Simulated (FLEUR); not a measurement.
A self-consistent single point of Ho (P6_3/mmc, 4 atoms in the cell) with FLEUR.

Computed with FLEUR with PBE, all-electron FLAPW (FLEUR), scalar-relativistic valence.

```
CELL_PARAMETERS angstrom
      3.51551     0.00000     0.00000
     -1.75775     3.04452     0.00000
      0.00000     0.00000    11.31118
ATOMIC_POSITIONS crystal
  Ho 0.00000 0.00000 0.00000
  Ho 0.00000 0.00000 0.50000
  Ho 0.33333 0.66667 0.25000
  Ho 0.66667 0.33333 0.75000
```
Moments meant for the start (each program seeds them in its own way; μB, in the order of the atoms Ho Ho Ho Ho): 4.0 4.0 4.0 4.0.

Reference input (self-consistent single point, DFT, PBE, all-electron FLAPW (FLEUR), scalar-relativistic valence): Kmax = 3.8 1/bohr; GmaxXC = 15.2 1/bohr; xcFunctional = pbe; jspins = 2; l_soc = F; mode = hist; fermiSmearingEnergy = 0.00367493 Htr; mesh (inpgen div1-3) = 7 7 2; inpgen gamma flag = true; Gmax = 15.2 1/bohr; numbands = 0; maxIterBroyd = 40. This run's input differs from it in these lines:

```diff
@@ -16,3 +16,3 @@
 &comp jspins=2 /
-&kpt div1=7 div2=7 div3=2 gamma=t /
+&kpt div1=3 div2=3 div3=1 /
 &end /
```

Log, with long lists cut:

```
 Iteration:     1   Distance:     113.38913471 me/bohr^3
 Iteration:     2   Distance:      30.42960776 me/bohr^3
 Iteration:     3   Distance:     116.26840157 me/bohr^3
 Iteration:     4   Distance:      28.86077310 me/bohr^3
 Iteration:     5   Distance:     100.11812854 me/bohr^3
   [... 51 lines left out ...]
 Iteration:    57   Distance:       0.00066314 me/bohr^3
 Iteration:    58   Distance:       0.00051060 me/bohr^3
 Iteration:    59   Distance:       0.00051710 me/bohr^3
 Iteration:    60   Distance:       0.00028682 me/bohr^3
 Run finished successfully
 Stop message:
   all done

[file out, last iteration]
             iter=     60
[...]
          total density-effective poten   -8.6573959702E+04
          total charge density-energy d   -1.0874939511E+03
 Updated energy parameters for spin:           1
 Updated energy parameters for spin:           2
[...]
 fermi energy and band-weighting factors:
   [... lines left out ...]
          first approx. to ef    (T=0)  :   0.316670 htr   (energy of the highest occ. eigenvalue)
FERHIS:  Fermi-Energy by histogram:
          bandgap                     :   0.000000 htr
          charge neutrality (T=0)     :   0.000000    (zero if the highest occ. eigenvalue is "entirely" occupied)
     EF_NEWTON:  Adjust Fermi-Energy by Newton-Method.
 Direct bandgap for spin            1 :    1.8718349510048249E-002  Htr
 Direct bandgap for spin            2 :    3.4366478305380976E-004  Htr
 ---->    free energy=                    -50514.2079635090 htr
   [... lines left out ...]
 ***** TOTAL FORCES ON ATOMS *****
 TOTAL FORCE FOR ATOM TYPE=  1  X=  0.000   Y=  0.000   Z=  0.000
                       FX_TOT= 0.000000 FY_TOT= 0.000000 FZ_TOT= 0.000000
 TOTAL FORCE FOR ATOM TYPE=  2  X=  3.322   Y= -1.918   Z=  5.344
                       FX_TOT= 0.000000 FY_TOT= 0.000000 FZ_TOT= 0.000000
No new postions, force convergence required= 0.00001; max force distance= 0.00000
---->    distance of charge densities for spin  1                 it=   60:     0.000038 me/bohr**3
---->    distance of charge densities for spin  2                 it=   60:     0.000284 me/bohr**3
---->    distance of charge densities for it=   60:     0.000287 me/bohr**3
---->    distance of spin densities for it=   60:     0.000287 me/bohr**3
GENERALIZED ANDERSON MIXING: alpha=   0.05000 History-length=20
     ******* it= 60  is completed********
```

The run ended unconverged after 60 iterations. 

The starting cell was generated: these elements placed on a structure prototype, without a prior relaxation; it need not be a known phase or ordering of this composition. Its lattice was rescaled by a random factor within 2.5 % of one. Spin-orbit coupling is off. Values depend on the basis (sphere radii, cutoffs, local orbitals), which need not be converged.

Cost on one core of a shared machine: roughly 5 min.
